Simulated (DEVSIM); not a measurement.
Structure: Schottky contact on n-type InP, at 300 K.

```
layer (left to right)  material  thickness (μm)  Nd (cm⁻³)   τn (s)   τp (s)
---------------------  --------  --------------  ---------  -------  -------
1                           InP            7.10     1.7e15  4.7e-10  4.7e-10
```

Left contact: Schottky, work function 5.22 eV, emission velocity 6.3e6 cm/s. Right contact: ohmic. Voltage is applied to the left contact. Recombination: SRH at mid-gap, radiative, Auger. Mobility is constant in doping.

The device is made up for the run: typed textbook-type constants, with dimensions and the other settings drawn at random. Values at 300 K.

| parameter | InP |
|---|---|
| gap (eV) | 1.344 |
| affinity (eV) | 4.38 |
| permittivity | 12.5 |
| Nc (cm⁻³) | 5.7e17 |
| Nv (cm⁻³) | 1.1e19 |
| μn (cm²/Vs) | 5200 |
| μp (cm²/Vs) | 170 |
| B (cm³/s) | 1.2e-10 |
| Cn (cm⁶/s) | 9e-31 |
| Cp (cm⁶/s) | 9e-31 |

DEVSIM, 1D drift-diffusion, Boltzmann statistics, complete ionisation; no tunnelling, impact ionisation, image-force lowering or self-heating. Metal contacts follow the ideal Schottky-Mott rule: no Fermi-level pinning, no interface dipoles.

Task: Tabulate band edges, carrier densities and field at -5.0 V on the left contact.

Result: Energies count from the Fermi level of the right contact; mesh points crowd at the junctions.

```json
[
 {"x (μm)": "0.000", "Ec (eV)": "5.840", "Ev (eV)": "4.496", "n (cm⁻³)": "< 1e2", "p (cm⁻³)": "3.8e10", "field (V/cm)": "-53000"},
 {"x (μm)": "0.01358", "Ec (eV)": "5.769", "Ev (eV)": "4.425", "n (cm⁻³)": "100", "p (cm⁻³)": "2.4e9", "field (V/cm)": "-52000"},
 {"x (μm)": "0.03480", "Ec (eV)": "5.658", "Ev (eV)": "4.314", "n (cm⁻³)": "130", "p (cm⁻³)": "3.3e7", "field (V/cm)": "-52000"},
 {"x (μm)": "0.06428", "Ec (eV)": "5.506", "Ev (eV)": "4.162", "n (cm⁻³)": "270", "p (cm⁻³)": "320000", "field (V/cm)": "-51000"},
 {"x (μm)": "0.1383", "Ec (eV)": "5.133", "Ev (eV)": "3.789", "n (cm⁻³)": "680", "p (cm⁻³)": "230000", "field (V/cm)": "-49000"},
 {"x (μm)": "0.2296", "Ec (eV)": "4.692", "Ev (eV)": "3.349", "n (cm⁻³)": "1200", "p (cm⁻³)": "220000", "field (V/cm)": "-47000"},
 {"x (μm)": "0.3565", "Ec (eV)": "4.114", "Ev (eV)": "2.770", "n (cm⁻³)": "2100", "p (cm⁻³)": "220000", "field (V/cm)": "-44000"},
 {"x (μm)": "0.6751", "Ec (eV)": "2.836", "Ev (eV)": "1.492", "n (cm⁻³)": "4900", "p (cm⁻³)": "190000", "field (V/cm)": "-36000"},
 {"x (μm)": "1.025", "Ec (eV)": "1.722", "Ev (eV)": "0.378", "n (cm⁻³)": "10000", "p (cm⁻³)": "160000", "field (V/cm)": "-28000"},
 {"x (μm)": "1.614", "Ec (eV)": "0.523", "Ev (eV)": "-0.821", "n (cm⁻³)": "9.3e8", "p (cm⁻³)": "1600", "field (V/cm)": "-13000"},
 {"x (μm)": "2.534", "Ec (eV)": "0.151", "Ev (eV)": "-1.193", "n (cm⁻³)": "1.7e15", "p (cm⁻³)": "< 1e2", "field (V/cm)": "-45"},
 {"x (μm)": "4.206", "Ec (eV)": "0.150", "Ev (eV)": "-1.194", "n (cm⁻³)": "1.7e15", "p (cm⁻³)": "< 1e2", "field (V/cm)": "≈ 0"},
 {"x (μm)": "5.256", "Ec (eV)": "0.150", "Ev (eV)": "-1.194", "n (cm⁻³)": "1.7e15", "p (cm⁻³)": "< 1e2", "field (V/cm)": "≈ 0"},
 {"x (μm)": "5.928", "Ec (eV)": "0.150", "Ev (eV)": "-1.194", "n (cm⁻³)": "1.7e15", "p (cm⁻³)": "< 1e2", "field (V/cm)": "≈ 0"},
 {"x (μm)": "6.446", "Ec (eV)": "0.150", "Ev (eV)": "-1.194", "n (cm⁻³)": "1.7e15", "p (cm⁻³)": "< 1e2", "field (V/cm)": "≈ 0"},
 {"x (μm)": "6.690", "Ec (eV)": "0.150", "Ev (eV)": "-1.194", "n (cm⁻³)": "1.7e15", "p (cm⁻³)": "< 1e2", "field (V/cm)": "≈ 0"},
 {"x (μm)": "6.846", "Ec (eV)": "0.150", "Ev (eV)": "-1.194", "n (cm⁻³)": "1.7e15", "p (cm⁻³)": "< 1e2", "field (V/cm)": "≈ 0"},
 {"x (μm)": "6.946", "Ec (eV)": "0.150", "Ev (eV)": "-1.194", "n (cm⁻³)": "1.7e15", "p (cm⁻³)": "< 1e2", "field (V/cm)": "≈ 0"},
 {"x (μm)": "7.023", "Ec (eV)": "0.150", "Ev (eV)": "-1.194", "n (cm⁻³)": "1.7e15", "p (cm⁻³)": "< 1e2", "field (V/cm)": "≈ 0"},
 {"x (μm)": "7.060", "Ec (eV)": "0.150", "Ev (eV)": "-1.194", "n (cm⁻³)": "1.7e15", "p (cm⁻³)": "< 1e2", "field (V/cm)": "≈ 0"},
 {"x (μm)": "7.083", "Ec (eV)": "0.150", "Ev (eV)": "-1.194", "n (cm⁻³)": "1.7e15", "p (cm⁻³)": "< 1e2", "field (V/cm)": "≈ 0"},
 {"x (μm)": "7.100", "Ec (eV)": "0.150", "Ev (eV)": "-1.194", "n (cm⁻³)": "1.7e15", "p (cm⁻³)": "< 1e2", "field (V/cm)": "≈ 0"}
]
```
